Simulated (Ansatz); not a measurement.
What biaxial strain −1.00 %, plane normal [001], relaxed out of plane does to InAs

Base system: InAs in the zinc blende structure (space group F-43m, No. 216; a = 6.0261 Å). Axes: x, y, z lie along the cube axes.

One thing is altered: compressive biaxial strain of 1.00 % in the plane normal to [001], as in epitaxy on a mismatched substrate; the out-of-plane cell vector and the atoms relax.

The values are results of LDA (Ansatz, a quantum-chemistry and plane-wave program; PAW; 420 eV plane waves; scalar-relativistic without spin-orbit coupling), not measurements. k-mesh 10×10×10 (Γ-centred); smearing 0.05 eV (Fermi–Dirac).

Volume per atom: 27.11 Å³ (base 27.35 Å³)
Shortest interatomic distance: 260.2 pm (base 260.9 pm)
Energy relative to the base (free energy F): +1.4 meV/atom
Pressure (mean of the normal stresses, compression positive): 0.5 GPa (base 0.0 GPa)
Band gap: zero (base zero)
Out-of-plane strain: +1.13 % (rough)

Cost of the whole job for the changed cell (relaxation, final SCF and bands): around 60 core-seconds (rough).

Without a gap, meshes like the base's 10×10×10 leave anisotropic stresses uncertain by several tenths of a GPa, and small strain energies with them. Stability against distortions was not tested. All final runs are without spin polarisation. A zero or small gap of InAs can be the functional's error rather than a property of the material.
